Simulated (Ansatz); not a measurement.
Symmetric slabs, relaxed from ideal cuts in 1x1 cells, of elemental solids: work function (eV) by functional, in Ansatz (plane waves, PAW). All structures are PBE's; the other columns are single points with references at the same level. No spin-orbit coupling, Hubbard U or dispersion.

| system | PBE | LDA | PBEsol | RPBE | r2SCAN |
|---|---|---|---|---|---|
| fcc Pt (111), ideal cut with outer spacing 2.29 Å | 5.69 | 6.08 | 5.83 | 5.53 | 5.76 |
| hcp Co, ferromagnetic (21-30), ideal cut with outer spacing 0.27 Å | 4.48 | 4.81 | ? | 4.32 | – |
| hcp Hf (10-10), ideal cut with outer spacing 0.93 Å | 3.89 | 4.13 | 3.97 | 3.76 | 3.90 |
| beta tin (100), ideal cut with outer spacing 2.97 Å | 4.11 | 4.39 | 4.20 | 3.98 | 4.21 |
| beta tin (101), ideal cut with outer spacing 0.71 Å | 3.99 | 4.27 | ? | 3.86 | 4.07 |
| fcc Sr (110), ideal cut with outer spacing 2.13 Å | 2.60 | 2.72 | ? | – | 2.63 |
| hcp Os (10-11), ideal cut with outer spacing 0.35 Å | 5.24 | 5.57 | ? | 5.09 | 5.29 |
| fcc Pt (110), ideal cut with outer spacing 1.40 Å | 5.27 | 5.65 | 5.38 | 5.10 | 5.28 |
| hcp Ru (31-41), ideal cut with outer spacing 0.11 Å | 4.52 | 4.87 | 4.62 | 4.35 | 4.50 |
| hcp Ru (21-32), ideal cut with outer spacing 0.27 Å | 4.53 | 4.88 | 4.64 | 4.36 | ? |
| hcp Ru (21-33), ideal cut with outer spacing 0.13 Å | 4.68 | 5.03 | 4.79 | 4.51 | 4.68 |
| hcp Ru (21-30), ideal cut with outer spacing 0.30 Å | 4.50 | 4.85 | ? | 4.34 | 4.49 |

Q: Complete the blanks.

A: 
- hcp Co, ferromagnetic (21-30), ideal cut with outer spacing 0.27 Å, PBEsol: 4.57
- beta tin (101), ideal cut with outer spacing 0.71 Å, PBEsol: 4.08
- fcc Sr (110), ideal cut with outer spacing 2.13 Å, PBEsol: 2.63
- hcp Os (10-11), ideal cut with outer spacing 0.35 Å, PBEsol: 5.36
- hcp Ru (21-32), ideal cut with outer spacing 0.27 Å, r2SCAN: 4.52
- hcp Ru (21-30), ideal cut with outer spacing 0.30 Å, PBEsol: 4.61

The rows are a random draw from the class, without slabs that broke up, higher cuts of a face and adsorbates that left their site. Mean shift from PBE over these rows: LDA 0.31 eV (from 0.13 to 0.39, 12 rows); PBEsol 0.10 eV (from 0.03 to 0.13, 12 rows); RPBE -0.15 eV (from -0.17 to -0.12, 11 rows); r2SCAN 0.03 eV (from -0.01 to 0.11, 11 rows).

Ansatz is an electronic-structure program.
